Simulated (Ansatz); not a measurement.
## Worked example: self-consistent single point of TiC (Fm-3m, 2 atoms in the cell) in Ansatz

Method: PBE (plane waves, PAW; Ansatz, an electronic-structure program).

The input file:

Ansatz 0.2 input:
```yaml
# TiC
crystal:
  lattice:
    - [0.000000, 2.177990, 2.177990]
    - [2.177990, 0.000000, 2.177990]
    - [2.177990, 2.177990, 0.000000]
  atoms:
    - { symbol: Ti, position: [0.000000, 0.000000, 0.000000] }
    - { symbol: C, position: [0.500000, 0.500000, 0.500000] }
kpoints:
  mp_grid: { grid: [13, 13, 13] }
hamiltonian:
  xc: pbe
  pseudopotentials: { kind: paw }
scf:
  occupations: { method: gaussian, width: 0.0147 Ry }
output:
  forces: true
  eigenvalues: true
  stress: true
```

Output (repeated stretches shortened):

```
WARN basis.ecutwfc = 420 eV, the default
WARN ansatz: RAYON_NUM_THREADS=1 ignored (pool sized by the plan → 1); use --threads N
Pseudopotentials: kind: paw
Pseudopotential: Ti, paw, valence charge 12
Pseudopotential: C, paw, valence charge 4
Crystal: 2 atoms, lattice volume = 20.663 Å³
Basis set: ecut = 420 eV, 411 PW (Γ), exchange–correlation on 48×48×48 points (8 copies of the dense FFT grid, shifted against one another)
Bands: 12, of which v1, the nominal top of the filled ones, is band 8 counted from 1 (7 counted from 0)
Symmetry: 48 space group operations
Space group: Fm-3m (ITA 225), of the structure as read, at distance tolerance 2.7e-5 Å
k-points: 84 of 2197
Initial density: superposition of atomic densities (neutral atoms: chi_scale 0, normalization atom), corrected by the library's trained network
Initial wavefunctions: pseudopotential atomic-orbital guess
Eigensolver: davidson
Functional: x = pbe(κ = 0.804, μ = 0.2195149727645171), c = pbe(β = 0.06672455060314922)
SCF iter   1: F=—  HF=-2752.271589 eV  |F-HF|=—  |Δ(HF+E_count)|=         —  Δρ=3.67e-3  dr2=1.79e-3  ethr=1.77e-3  ⟨swp⟩=4.3  Hψ=4844  notcnv=0
all-band conjugate gradients solve this SCF's bands
preconditioner: auto → none
SCF iter   2: F=—  HF=-2752.271154 eV  |F-HF|=—  |Δ(HF+E_count)|=   4.35e-4  Δρ=2.28e-3  dr2=8.03e-4  ethr=1.12e-5  ⟨swp⟩=1.0  Hψ=1680  notcnv=0
SCF iter   3: F=—  HF=-2752.271072 eV  |F-HF|=—  |Δ(HF+E_count)|=   8.21e-5  Δρ=1.62e-4  dr2=2.09e-6  ethr=5.02e-6  ⟨swp⟩=2.0  Hψ=1147  notcnv=0
SCF iter   4: F=—  HF=-2752.271074 eV  |F-HF|=—  |Δ(HF+E_count)|=   1.71e-6  Δρ=2.66e-5  dr2=7.02e-8  ethr=1.31e-8  ⟨swp⟩=2.3  Hψ=1590  notcnv=0
iter 5 did not close the SCF: its close was put off for the readings that it lacked (scf_convergence_deferred on its scf_iter line)
SCF iter   5: F=-2752.271074 eV  HF=-2752.271074 eV  |F-HF|=1.63e-9  |Δ(HF+E_count)|=   4.09e-9  Δρ=5.03e-6  dr2=4.25e-9  ethr=4.39e-10  ⟨swp⟩=2.0  Hψ=1650  notcnv=0
SCF iter   6: F=-2752.271074 eV  HF=-2752.271074 eV  |F-HF|=1.20e-10  |Δ(HF+E_count)|=  3.95e-10  Δρ=9.15e-7  dr2=1.60e-10  ethr=2.65e-11  ⟨swp⟩=1.1  Hψ=3057  notcnv=0
SCF 1 converged in 6 iterations: F = -2752.271074 eV  dr2 = 1.60e-10
SCF converged after 6 iterations
Free energy (F): -2752.271074 eV
Harris-Foulkes:  -2752.271074 eV  (|F-HF|=1.20e-10)
Internal energy: -2752.265290 eV  (E = F + TS)
E sigma→0 (E₀):  -2752.268182 eV
Entropy (-TS):   -0.005784 eV (-2.892 meV/atom)
Fermi energy:    14.402517 eV
--- Per-component energies (eV) ---
  E_band       = -115.611968
  E_kinetic    = 361.294935
  E_local      = -785.547165  (includes V_loc(G=0)·N_el)
  E_nonlocal   = 31.887148
  E_hartree    = 317.747427
  E_xc         = -147.114701
  E_vxc        = -183.689963  (∫ρ·V_xc dr)
  E_paw        = -1145.119074  (= ΣΔE_a)
  E_vpaw       = -175.051922  (= ΣTr[D̂ρ^β])
  E_aug_tail   = 0.000192  (compensation charges beyond the density's cutoff)
  E_ewald      = -1385.414052
  E_smearing   = -0.005784  (= −TS)
  E_closure    = 0.000000  (closes the sum)
  Σ components = -2752.271074   (vs F -2752.271074, Δ=0.00e0)
--- Forces (eV/Å), atoms counted from 1 ---
  atom   1  Ti    -0.00000000     0.00000000     0.00000000
  atom   2  C      0.00000000     0.00000000     0.00000000
  max |Σ_I F_I| component: 2.70e-30 eV/Å
--- Stress (GPa, compression-positive) ---
       -3.846499       0.000000      -0.000000
       -0.000000      -3.846499       0.000000
        0.000000      -0.000000      -3.846499
  P = ⅓ Tr σ = -3.8465 GPa (-38.465 kbar)
  The stress holds the Pulay correction. Without it, at fixed plane waves, as pw.x and ABINIT print it: P = -4.1125 GPa
--- Band table (eV; the first three rows and the last of 84) ---
  k-point 0: bands = ["-42.1923", "-18.2340", "-18.2340", "-18.2340", "2.0836", "15.0973", "15.0973", "15.0973", "16.0592", "16.0592", "16.0592", "16.0931"]
  k-point 1: bands = ["-42.1884", "-18.2618", "-18.2366", "-18.2366", "2.2148", "14.4796", "14.7338", "14.7338", "15.4030", "15.4030", "16.3715", "17.3026"]
  k-point 2: bands = ["-42.1777", "-18.3380", "-18.2438", "-18.2438", "2.5963", "13.3304", "13.7743", "13.7743", "15.6167", "15.6167", "16.7460", "18.5912"]
  k-point 83: bands = ["-42.1026", "-18.5395", "-18.5012", "-18.3918", "4.9321", "11.0458", "11.3815", "11.8730", "16.9205", "17.2816", "17.9036", "19.3037"]
```

The run converged in 6 iterations.

The starting cell has typed, rounded lattice constants, without a prior relaxation at this level. Its lattice was rescaled by a random factor within 2.5 % of one. Spin polarisation is off. With a pressure of about -4 GPa the cell is away from its equilibrium volume at this level. Ansatz's pressure includes its estimate of the finite-basis (Pulay) stress.
